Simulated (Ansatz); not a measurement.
Take Ir in the fcc (Cu type) structure (space group Fm-3m, No. 225; a = 3.844 Å) as the base.

Computed with r2SCAN (Ansatz, a program for electronic structure, PAW, spin-orbit coupling left out).

Before the change:

```
Property    Value
--------  -------
Pressure  0.0 GPa
```

Now apply this change: every lattice vector is shortened by 1.30 %; the atoms relax in the strained cell.

Question: How does this affect the pressure and energy relative to the base?

Answer: The pressure goes from zero to 16.3 GPa; the energy grows by 27 meV/atom.

Stability against distortions was not tested. The final runs are not spin-polarised.
